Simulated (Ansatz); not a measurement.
This Ansatz (an electronic-structure program) input is the reference run, TiTe2 in the CdI2 type structure (space group P-3m1, No. 164; layered, stacked along the Cartesian z axis), computed with PBE-D3(BJ) (Ansatz, PAW, no spin-orbit coupling):

Ansatz 0.2 input:
```yaml
crystal:
  lattice:
    - [3.6973170156, 0, 0]
    - [-1.8486585078, 3.2019704614, 0]
    - [0, 0, 6.3839848183]
  atoms:
    - { symbol: Ti, position: [0, 0, 0] }
    - { symbol: Te, position: [0.3333333333, 0.6666666667, 0.2711036085] }
    - { symbol: Te, position: [0.6666666667, 0.3333333333, 0.7288963915] }
basis: { ecutwfc: 420, ecutrho_ratio: 4, xc_grid: 2, fft_grid_basis: typed }
kpoints: { mp_grid: { grid: [15, 15, 8] } }
hamiltonian:
  xc: pbe
  dispersion: d3bj
  pseudopotentials: { kind: paw }
scf: { occupations: { method: fermi_dirac, width: 0.05 }, convergence: { dr2_threshold: 0.0000000003 } }
output: { forces: true, stress: true }
checkpoint: { write: state.ck, write_every: 1000 }
```

**Question.** Write the input for this change: a free-standing slab of 1 layer (3 atoms, 3 a layer) is cut normal to the stacking axis, with 15 Å of vacuum and the in-plane cell relaxed.

**Answer.** 
Ansatz 0.2 input:
```yaml
crystal:
  lattice:
    - [3.6973170156, 0, 0]
    - [1.8486585078, 3.2019704614, 0]
    - [0, 0, 18.4614426417]
  atoms:
    - { symbol: Te, position: [0.6666666667, 0.6666666667, 0.4062521085] }
    - { symbol: Ti, position: [0, 0, 0.5] }
    - { symbol: Te, position: [0.3333333333, 0.3333333333, 0.5937478915] }
basis: { ecutwfc: 420, ecutrho_ratio: 4, xc_grid: 2, fft_grid_basis: typed }
kpoints: { mp_grid: { grid: [15, 15, 1] } }
hamiltonian:
  xc: pbe
  dispersion: d3bj
  pseudopotentials: { kind: paw }
scf: { occupations: { method: fermi_dirac, width: 0.05 } }
relax: { f_tol: 0.01, max_steps: 60, cell: { stress_tol: 0.02, fix: [c, alpha, beta] } }
output: { forces: true, stress: true }
checkpoint: { write: state.ck, write_every: 1000 }
```
This is the input that was run; other choices of cell and start would serve too.

Stability against distortions was not tested. All final runs are without spin polarisation.
